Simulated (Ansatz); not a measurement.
System: CdTe (model structure, P6₂22, No. 180, 6 atoms in the cell). Method: r²SCAN+SOC (Ansatz, a program for electronic structure, PAW).

Run with plane-wave cutoff 560 eV, 12×12×4 k mesh (along the axes of the cell as run), Fermi–Dirac smearing 0.01 eV, PAW data made under PBE.

Cell (relaxed with PBEsol):

```yaml
crystal:
  lattice:
    - [4.52258, 0.00000, 0.00000]
    - [-2.26129, 3.91667, 0.00000]
    - [0.00000, 0.00000, 10.26527]
  atoms:
    - { symbol: Cd, position: [0.50003, 0.00000, 0.66667] }
    - { symbol: Cd, position: [0.00000, 0.50003, 0.33333] }
    - { symbol: Cd, position: [0.49997, 0.49997, 0.00000] }
    - { symbol: Te, position: [0.50002, 0.00000, 0.16667] }
    - { symbol: Te, position: [0.00000, 0.50002, 0.83333] }
    - { symbol: Te, position: [0.49998, 0.49998, 0.50000] }
```

### Question
Give the computed band gap and smallest direct gap on the k points sampled.

### Answer

* **band gap**: 0.61 eV (indirect)
* **smallest direct gap on the k points sampled**: 0.64 eV

Note: the relaxation could raise the start's symmetry but not lower it, so the cell can be a saddle point; cell and atoms aren't relaxed at this level (pressure 1.9 GPa).

Static lattice: no zero-point or thermal effects.

A model structure was made by putting elements into a prototype or built by hand; it is no filed structure, need not be a known phase, and can be a saddle point held by its symmetry.
